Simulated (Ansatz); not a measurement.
**Effective masses and thermopower of SnO2 (P4_2/mnm)**

```yaml
crystal:
  lattice:
    - [4.76909, 0.00000, 0.00000]
    - [0.00000, 4.76909, 0.00000]
    - [0.00000, 0.00000, 3.21208]
  atoms:
    - { symbol: Sn, position: [0.50000, 0.50000, 0.50000] }
    - { symbol: Sn, position: [0.00000, 0.00000, 0.00000] }
    - { symbol: O, position: [0.19372, 0.80628, 0.50000] }
    - { symbol: O, position: [0.80628, 0.19372, 0.50000] }
    - { symbol: O, position: [0.69372, 0.69372, 0.00000] }
    - { symbol: O, position: [0.30628, 0.30628, 0.00000] }
```

Level of theory: PBEsol with spin-orbit coupling, rigid bands (plane waves, PAW; Ansatz, a quantum-chemistry and plane-wave program). Geometry: cell and atoms relaxed with PBEsol.

| Item | Result |
|---|---|
| band gap | 0.93 eV |
| electron conductivity mass (300 K, dilute) | 0.198 (x), 0.198 (y), 0.177 (z) mₑ |
| hole conductivity mass (300 K, dilute) | 1.40 (x), 1.40 (y), 1.97 (z) mₑ |
| effective density of states N_c (300 K) | 2.0e18 cm⁻³ |
| effective density of states N_v (300 K) | 4.8e19 cm⁻³ |
| density-of-states mass, electrons | 0.187 mₑ |
| density-of-states mass, holes | 1.53 mₑ |
| Seebeck coefficient, n-type 1e19 cm⁻³, 300 K | -110 μV/K |
| best n-type power factor at 300 K for τ = 10 fs (best axis; densities from 1e16 to 1e21 cm⁻³ tried, whether or not they can be reached) | 1.88 μW/(cm·K²) at 1e19 cm⁻³ |
| Seebeck coefficient, p-type 1e19 cm⁻³, 300 K | 346 μV/K |
| best p-type power factor at 300 K for τ = 10 fs (best axis; densities from 1e16 to 1e21 cm⁻³ tried, whether or not they can be reached) | 5.1 μW/(cm·K²) at 1e20 cm⁻³ |

Rigid bands; masses and Seebeck coefficients take one relaxation time τ for all states and one kind of carrier; polarons and phonon drag are left out.
